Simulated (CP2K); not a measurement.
Worked example: self-consistent single point of SiO₂ (P-31m, 36 atoms in the cell) in CP2K

Method of the run: LDA (Pade form), GPW, DZVP-MOLOPT-SR-GTH basis, GTH-PADE potentials (GTH_POTENTIALS) (CP2K).

The input file:

```
&GLOBAL
  PROJECT sio2
  RUN_TYPE ENERGY_FORCE
  PRINT_LEVEL LOW
&END GLOBAL
&FORCE_EVAL
  METHOD Quickstep
  STRESS_TENSOR ANALYTICAL
  &DFT
    BASIS_SET_FILE_NAME BASIS_MOLOPT
    POTENTIAL_FILE_NAME GTH_POTENTIALS
    &QS
      METHOD GPW
      EPS_DEFAULT 1E-10
    &END QS
    &MGRID
      CUTOFF 450
      REL_CUTOFF 50
      NGRIDS 4
    &END MGRID
    &SCF
      SCF_GUESS ATOMIC
      EPS_SCF 1E-6
      MAX_SCF 100
      ADDED_MOS 30
      &DIAGONALIZATION
        ALGORITHM STANDARD
      &END DIAGONALIZATION
      &MIXING
        METHOD BROYDEN_MIXING
        ALPHA 0.4
        NBUFFER 8
        BETA 1
      &END MIXING
      &SMEAR ON
        METHOD GAUSSIAN
        SIGMA [eV] 0.01
      &END SMEAR
    &END SCF
    &KPOINTS
      SCHEME MACDONALD 2 2 5 0.25 0.25 0
    &END KPOINTS
    &XC
      &XC_FUNCTIONAL PADE
      &END XC_FUNCTIONAL
    &END XC
    &PRINT
      &MO
        EIGENVALUES T
        OCCUPATION_NUMBERS T
        NDIGITS 8
        FILENAME mo
        &EACH
          QS_SCF 0
        &END EACH
        ADD_LAST NUMERIC
      &END MO
      &MULLIKEN OFF
      &END MULLIKEN
    &END PRINT
  &END DFT
  &SUBSYS
    &CELL
      A 11.74119000 0.00000000 0.00000000
      B -5.87059500 10.16816900 0.00000000
      C 0.00000000 0.00000000 4.44708000
      PERIODIC XYZ
    &END CELL
    &COORD
      Si       6.81992892     5.47891450     3.48206364
      Si      -0.94933392     4.68925450     0.96501636
      Si       3.58634649     3.16677455     3.48206364
      Si       2.28424851     7.00139445     0.96501636
      Si       7.20550960     1.52247994     3.48206364
      Si      -1.33491460     8.64568906     0.96501636
      Si       4.53568040     1.52247994     0.96501636
      Si       1.33491460     8.64568906     3.48206364
      Si       4.92126108     5.47891450     0.96501636
      Si       0.94933392     4.68925450     3.48206364
      Si       8.15484351     3.16677455     0.96501636
      Si      -2.28424851     7.00139445     3.48206364
      O        4.37048186     4.25548041     0.00000000
      O        1.50011314     5.91268859     0.00000000
      O        5.87059500     1.65720818     0.00000000
      O        0.00000000     8.51096082     0.00000000
      O        7.37070814     4.25548041     0.00000000
      O       -1.50011314     5.91268859     0.00000000
      O       -1.42044917     7.59887606     2.22354000
      O        7.29104417     2.56929294     2.22354000
      O        0.00000000     5.13858589     2.22354000
      O        5.87059500     5.02958311     2.22354000
      O        1.42044917     7.59887606     2.22354000
      O        4.45014583     2.56929294     2.22354000
      O       -2.22196150     3.84855028     1.53668849
      O       -3.64863350     6.31961872     2.91039151
      O        3.64863350     6.31961872     1.53668849
      O        2.22196150     3.84855028     2.91039151
      O        4.44392300     0.00000000     1.53668849
      O        7.29726700     0.00000000     2.91039151
      O        3.26002946     1.88217892     0.00000000
      O        2.61056554     8.28599008     0.00000000
      O        8.48116054     1.88217892     0.00000000
      O       -2.61056554     8.28599008     0.00000000
      O        5.87059500     6.40381115     0.00000000
      O       -0.00000000     3.76435785     0.00000000
    &END COORD
    &KIND Si
      BASIS_SET DZVP-MOLOPT-SR-GTH-q4
      POTENTIAL GTH-PADE-q4
    &END KIND
    &KIND O
      BASIS_SET DZVP-MOLOPT-SR-GTH-q6
      POTENTIAL GTH-PADE-q6
    &END KIND
  &END SUBSYS
  &PRINT
    &FORCES ON
    &END FORCES
    &STRESS_TENSOR ON
    &END STRESS_TENSOR
  &END PRINT
&END FORCE_EVAL
```

Log, with long lists cut:

```
 GLOBAL| Method name                                                        CP2K
 GLOBAL| Project name                                                       sio2
 GLOBAL| Run type                                                   ENERGY_FORCE

 TOTAL NUMBERS AND MAXIMUM NUMBERS

  Total number of            - Atomic kinds:                                   2
                             - Atoms:                                         36
                             - Shell sets:                                    36
                             - Shells:                                       180
                             - Primitive Cartesian functions:                168
                             - Cartesian basis functions:                    504
                             - Spherical basis functions:                    468

  Maximum angular momentum of- Orbital basis functions:                        2
                             - Local part of the GTH pseudopotential:          2
                             - Non-local part of the GTH pseudopotential:      2

 SCF PARAMETERS         Density guess:                                    ATOMIC
                        max_scf:                                             100
                        max_diis:                                              4
                        eps_scf:                                        1.00E-06
                        eps_diis:                                       1.00E-01
                        eps_eigval:                                     1.00E-05
                        level_shift [a.u.]:                             0.000000
                        added MOs                                        30    0
                        Mixing method:                            BROYDEN_MIXING
                                                charge density mixing in g-space
                        Smear method:                                   GAUSSIAN
                        Smearing width (sigma) [a.u.]:                  3.67E-04
                        Accuracy threshold:                             1.00E-10
                        No outer SCF

 Extrapolation method: initial_guess

 Number of electrons:                                                        192
 Number of occupied orbitals:                                                 96
 Number of molecular orbitals:                                               126

 Number of orbital functions:                                                468
 Number of independent orbital functions:                                    468

 SCF WAVEFUNCTION OPTIMIZATION

  Step     Update method      Time    Convergence         Total energy    Change
     1 NoMix/Diag. 0.40E+00      -     1.61972061      -434.6957075657 -4.35E+02
     2 Broy./Diag. 0.40E+00      -     0.20510142      -405.3574924731  2.93E+01
     3 Broy./Diag. 0.40E+00      -     0.05614785      -431.5091980339 -2.62E+01
     4 Broy./Diag. 0.40E+00      -     0.02903246      -434.0685719242 -2.56E+00
     5 Broy./Diag. 0.40E+00      -     0.00522700      -433.7749384219  2.94E-01
     6 Broy./Diag. 0.40E+00      -     0.00145258      -433.9813273999 -2.06E-01
     7 Broy./Diag. 0.40E+00      -     0.00051244      -433.9580523529  2.33E-02
     8 Broy./Diag. 0.40E+00      -     0.00091572      -433.9609697092 -2.92E-03
     9 Broy./Diag. 0.40E+00      -     0.00029657      -433.9595598718  1.41E-03
    10 Broy./Diag. 0.40E+00      -     0.00044883      -433.9470877192  1.25E-02
    11 Broy./Diag. 0.40E+00      -     0.00024095      -433.9384635156  8.62E-03
    12 Broy./Diag. 0.40E+00      -     0.00014883      -433.9340264435  4.44E-03
    13 Broy./Diag. 0.40E+00      -     0.00002784      -433.9330471337  9.79E-04
    14 Broy./Diag. 0.40E+00      -     0.00000700      -433.9328189851  2.28E-04
    15 Broy./Diag. 0.40E+00      -     0.00001181      -433.9328806451 -6.17E-05
    16 Broy./Diag. 0.40E+00      -     0.00000249      -433.9327198901  1.61E-04
    17 Broy./Diag. 0.40E+00      -     0.00000169      -433.9325881260  1.32E-04
    18 Broy./Diag. 0.40E+00      -     0.00000046      -433.9326136316 -2.55E-05

  *** SCF run converged in    18 steps ***

  Electronic density on regular grids:       -191.9999999769        0.0000000231
  Core density on regular grids:              191.9999999878       -0.0000000122
  Total charge density on r-space grids:        0.0000000109
  Total charge density g-space grids:           0.0000000109

  Overlap energy of the core charge distribution:               0.00000031593859
  Self energy of the core charge distribution:              -1107.38253221391756
  Core Hamiltonian energy:                                    313.00715040292636
  Hartree energy:                                             459.64971131036310
  Exchange-correlation energy:                                -99.20694344690790
  Smearing free energy correction:                              0.00000000000000
  Fermi energy:                                                 0.11296038976518

  Total energy:                                              -433.93261363159741
  Total energy (extrapolated to sigma->0):                   -433.93261363159741

 ENERGY| Total FORCE_EVAL ( QS ) energy [hartree]           -433.932643861647193

 FORCES| Atomic forces [hartree/bohr]
 FORCES|   Atom     x               y               z               |f|
 FORCES|      1  2.47212756E-04  2.08199074E-03  1.14206147E-03   2.38748905E-03
 FORCES|      2 -2.47218174E-04 -2.08199347E-03 -1.14205914E-03   2.38749088E-03
 FORCES|      3 -1.92665093E-03 -8.26924246E-04  1.14212520E-03   2.38751701E-03
 FORCES|      4  1.92664883E-03  8.26925035E-04 -1.14212602E-03   2.38751599E-03
 FORCES|      5  1.67958442E-03 -1.25495081E-03  1.14216651E-03   2.38756145E-03
 FORCES|      6 -1.67958687E-03  1.25495144E-03 -1.14216542E-03   2.38756299E-03
   [... 25 lines left out ...]
 FORCES|     32 -1.26655002E-02 -7.31239906E-03  1.74115109E-08   1.46248445E-02
 FORCES|     33 -1.26654958E-02  7.31242835E-03  1.93050755E-08   1.46248553E-02
 FORCES|     34  1.26654960E-02 -7.31242781E-03 -1.85720008E-08   1.46248552E-02
 FORCES|     35  2.23589620E-08 -1.46248293E-02 -4.95783343E-09   1.46248293E-02
 FORCES|     36 -2.39186028E-08  1.46248290E-02  6.52491864E-09   1.46248290E-02
 FORCES| Sum     5.99595498E-12  9.16997034E-12  1.12620611E-11
 FORCES| Total atomic force                                       1.57122198E-11

 STRESS| Analytical stress tensor [bar]
 STRESS|                        x                   y                   z
 STRESS|      x       -6.38753625795E+04  -7.82611578937E-01  -5.33017924255E-02
 STRESS|      y       -7.82611578937E-01  -6.38762176557E+04  -1.86959693542E-02
 STRESS|      z       -5.33017924255E-02  -1.86959693542E-02  -6.83075516722E+04
 STRESS| 1/3 Trace                                            -6.53530439691E+04
```

The run converged in 18 iterations.

The starting cell comes from a database of computed structures (which also holds hypothetical and non-ambient phases and stackings), without a prior relaxation at this level. Values carry the incompleteness of an atom-centred basis. With a pressure of about -7 GPa the cell is away from its equilibrium volume at this level.

Cost on one core of a shared machine: roughly 3 min.
